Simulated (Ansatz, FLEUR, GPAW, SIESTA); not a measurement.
One structure in several programs: NaTiO₂ (R-3m, 4 atoms in the cell)

Self-consistent single point, at a second geometry (lattice scaled by 0.98). First geometry:

```yaml
crystal:
  lattice:
    - [1.50659, 0.86983, 5.39905]
    - [-1.50659, 0.86983, 5.39905]
    - [0.00000, -1.73966, 5.39905]
  atoms:
    - { symbol: Na, position: [0.00000, 0.00000, 0.00000] }
    - { symbol: Ti, position: [0.50000, 0.50000, 0.50000], spin: 1.0 }
    - { symbol: O, position: [0.76381, 0.76381, 0.76381] }
    - { symbol: O, position: [0.23619, 0.23619, 0.23619] }
```
(The spins are starting values, not results.)

Shared settings, as Ansatz (a quantum-chemistry and plane-wave program) writes them: kpoints.mp_grid.grid = 8 8 8; scf.occupations.method = fermi_dirac; scf.occupations.width = 0.1 eV. Potentials and cutoffs stand in the table.

```tsv
code	model	ΔF from the first geometry (meV/atom)	largest force (eV/Å)	cutoff
SIESTA	GGA PBEsol, numerical atomic orbitals DZP, PseudoDojo PBEsol standard norm-conserving potentials (rewritten from UPF to PSML)	-1.7	0.759	grid 400 Ry
GPAW	PBEsol, GPAW PAW datasets PBEsol (made by gpaw-setup)	10.8	0.594	950 eV
Ansatz	PBEsol, PAW files made with PBE	5.1	0.550	default
FLEUR	PBEsol, all-electron FLAPW (FLEUR), scalar-relativistic valence	2.5	–	Kmax 4.5 1/bohr
```

A dash marks a value that a program does not give, or that is left out as unsure.

On Ansatz's run: the starting moments vanished: the run ended non-magnetic. The program warned that a starting moment was not kept.

The spread over the programs that give each value: ΔF from the first geometry within 12.5 meV/atom; largest force within 0.209 eV/Å.

SIESTA uses small atom-centred bases, whose incompleteness enters pressures, forces and empty levels differently from a plane-wave cutoff. FLEUR treats all electrons, but the usual bases taken here (sphere radii, linearisation, local orbitals, empty states) were not tested for convergence, so the values are no reference for the others. In the force vectors, SIESTA (by 0.187) lies more than 0.08 eV/Å from the median of the plane-wave programs.

The starting cell comes from a database of computed structures (which also holds hypothetical and non-ambient phases and stackings), without a prior relaxation at this level. For this run, on top of that: lattice scaled by 0.98.

Keys are those of Ansatz 0.2.
